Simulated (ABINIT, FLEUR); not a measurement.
A FLEUR input for a self-consistent single point of CaAu2 (Imma, 6 atoms in the cell) (DFT, PBEsol, all-electron FLAPW (FLEUR), scalar-relativistic valence):

Input of the input generator:

```
CaAu2 FLAPW
&input film=f /
-4.2608297439 6.5911870884 7.7241497097
4.2608297439 -6.5911870884 7.7241497097
4.2608297439 6.5911870884 -7.7241497097
1.0
1.0 1.0 1.0

6
20 0.7077000000 0.4577000000 0.2500000000
20 0.2923000000 0.5423000000 0.7500000000
79 0.3006500000 0.8399000000 0.4607500000
79 0.6993500000 0.1601000000 0.5392500000
79 0.8791500000 0.8399000000 0.0392500000
79 0.1208500000 0.1601000000 0.9607500000

&comp jspins=1 /
&exco xctyp='PBEs' /
&kpt div1=5 div2=5 div3=5 /
&end /
```

```xml
<?xml version="1.0" encoding="UTF-8" standalone="no"?>
<fleurInput fleurInputVersion="0.39">
   <comment>
      CaAu2 FLAPW                                                                                         
   </comment>
   <calculationSetup>
      <cutoffs Kmax="4.3" Gmax="17.2" GmaxXC="17.2" numbands="0"/>
      <scfLoop itmax="80" minDistance="0.00001" maxIterBroyd="40" imix="Anderson" alpha="0.05" precondParam="0.0" spinf="2.0"/>
      <coreElectrons ctail="T" frcor="F" kcrel="0" coretail_lmax="0"/>
      <xcFunctional name="PBEs" relativisticCorrections="F"/>
      <magnetism jspins="1"/>
      <soc l_soc="F" theta="0.0" phi="0.0" spav="F"/>
      <expertModes spex="0" secvar="F"/>
      <geometryOptimization l_f="T" forcealpha="1.0" forcemix="BFGS" epsdisp="0.00001" epsforce="0.00001"/>
      <ldaU l_linMix="F" mixParam="0.05" spinf="1.0"/>
   </calculationSetup>
   <cell>
      <bzIntegration valenceElectrons="88.0" mode="gauss" fermiSmearingEnergy="0.00367493">
         <kPointListSelection listName="default-1"/>
         <!-- k-points included here -->
         <xi:include xmlns:xi="http://www.w3.org/2001/XInclude" href="kpts.xml"> </xi:include>
      </bzIntegration>
      <!-- symmetry operations included here -->
      <xi:include xmlns:xi="http://www.w3.org/2001/XInclude" href="sym.xml"> </xi:include>
      <bulkLattice scale="1.0">
         <bravaisMatrix>
            <row-1>   -4.2608297438999996     6.5911870883999999     7.7241497096999998</row-1>
            <row-2>    4.2608297438999996    -6.5911870883999999     7.7241497096999998</row-2>
            <row-3>    4.2608297438999996     6.5911870883999999    -7.7241497096999998</row-3>
         </bravaisMatrix>
      </bulkLattice>
   </cell>
   <atomSpecies>
      <species name="Calcium (Ca)" element="Ca" atomicNumber="20">
         <mtSphere radius="2.68" gridPoints="925" logIncrement="0.013"/>
         <atomicCutoffs lmax="10" lnonsphr="8"/>
         <electronConfig flipSpins="F">
            <coreConfig>(1s1/2) (2s1/2) (2p1/2) (2p3/2)</coreConfig>
            <valenceConfig>(3s1/2) (3p1/2) (3p3/2) (4s1/2)</valenceConfig>
         </electronConfig>
         <energyParameters s="4" p="4" d="3" f="4"/>
         <lo type="SCLO" l="0" n="3" eDeriv="0"/>
         <lo type="SCLO" l="1" n="3" eDeriv="0"/>
      </species>
      <species name="Gold (Au)" element="Au" atomicNumber="79">
         <mtSphere radius="2.36" gridPoints="813" logIncrement="0.016"/>
         <atomicCutoffs lmax="10" lnonsphr="8"/>
         <electronConfig flipSpins="F">
            <coreConfig>(1s1/2) (2s1/2) (2p1/2) (2p3/2) (3s1/2) (3p1/2) (3p3/2) (4s1/2) (3d3/2) (3d5/2) (4p1/2) (4p3/2) (5s1/2) (4d3/2) (4d5/2) (4f5/2) (4f7/2)</coreConfig>
            <valenceConfig>(5p1/2) (5p3/2) (6s1/2) (5d3/2) (5d5/2)</valenceConfig>
            <stateOccupation state="(6s1/2)" spinUp="0.5" spinDown="0.5"/>
         </electronConfig>
         <energyParameters s="6" p="6" d="5" f="5"/>
         <lo type="SCLO" l="1" n="5" eDeriv="0"/>
      </species>
   </atomSpecies>
   <atomGroups>
      <atomGroup species="Calcium (Ca)">
         <relPos label="                   1">-.2923000000 .4577000000 1.000/4.000</relPos>
         <relPos label="                   2">.2923000000 -.4577000000 -1.000/4.000</relPos>
         <force calculate="T" relaxXYZ="TTT"/>
      </atomGroup>
      <atomGroup species="Gold (Au)">
         <relPos label="                   3">.3006500000 -.1601000000 .4607500000</relPos>
         <relPos label="                   4">-.3006500000 .1601000000 -.4607500000</relPos>
         <relPos label="                   5">-.1208500000 -.1601000000 .0392500000</relPos>
         <relPos label="                   6">.1208500000 .1601000000 -.0392500000</relPos>
         <force calculate="T" relaxXYZ="TTT"/>
      </atomGroup>
   </atomGroups>
   <output dos="F" band="F" slice="F">
      <checks vchk="F" cdinf="F"/>
      <bandDOS minEnergy="-.5*Htr" maxEnergy="0.5*Htr" sigma="0.015" storeEVData="T"/>
      <vacuumDOS vacdos="F" integ="F" star="F" nstars="0" locx1="0.0" locy1="0.0" locx2="0.0" locy2="0.0" nstm="0" tworkf="0.0"/>
      <unfoldingBand unfoldBand="F" supercellX="1" supercellY="1" supercellZ="1"/>
      <plotting iplot="0" polar="F">
         <plot TwoD="T" vec1="  1.0  0.0  0.0" vec2="  0.0  1.0  0.0" vec3="  0.0  0.0  1.0" zero="  0.0  0.0  0.0" file="plot"/>
      </plotting>
      <chargeDensitySlicing numkpt="0" minEigenval="0.0" maxEigenval="0.0" nnne="0" pallst="F"/>
      <specialOutput eonly="F"/>
      <magneticCircularDichroism mcd="F" energyLo="-10.0" energyUp="0.0"/>
   </output>
  <!-- We include the file relax.xml here to enable relaxations (see documentation) -->
  <xi:include xmlns:xi="http://www.w3.org/2001/XInclude" href="relax.xml"> <xi:fallback/> </xi:include>
</fleurInput>
```

Q: Give the ABINIT input for the same structure, mesh, smearing and functional.

A: This is the input that was run; spellings and numerical settings could be chosen otherwise.

```
# CaAu2, PseudoDojo nc-sr-04 PBEsol standard
pp_dirpath "./"
pseudos "Ca.upf, Au.upf"
acell 11.0118529812 11.0118529812 11.0118529812
rprim
        -0.3869312232    0.5985538583    0.7014395963
         0.3869312232   -0.5985538583    0.7014395963
         0.3869312232    0.5985538583   -0.7014395963
natom 6
ntypat 2
znucl 20 79
typat 1 1 2 2 2 2
xred
         0.7077000000    0.4577000000    0.2500000000
         0.2923000000    0.5423000000    0.7500000000
         0.3006500000    0.8399000000    0.4607500000
         0.6993500000    0.1601000000    0.5392500000
         0.8791500000    0.8399000000    0.0392500000
         0.1208500000    0.1601000000    0.9607500000
ecut 38 Ha
occopt 7
tsmear 0.1 eV
nband 60
kptopt 1
ngkpt 5 5 5
nshiftk 1
shiftk 0 0 0
nstep 60
tolvrs 1.0e-10
prtwf 0
prtden 0
enunit 1
```

Basis settings and potentials, where a program has them, do not carry over. This input uses DFT, PBEsol, plane waves, norm-conserving pseudopotentials (PseudoDojo nc-sr-04 PBEsol standard).

The starting cell comes from a database of computed structures (which also holds hypothetical and non-ambient phases and stackings), without a prior relaxation at this level. Its lattice was rescaled by a random factor within 2.5 % of one.
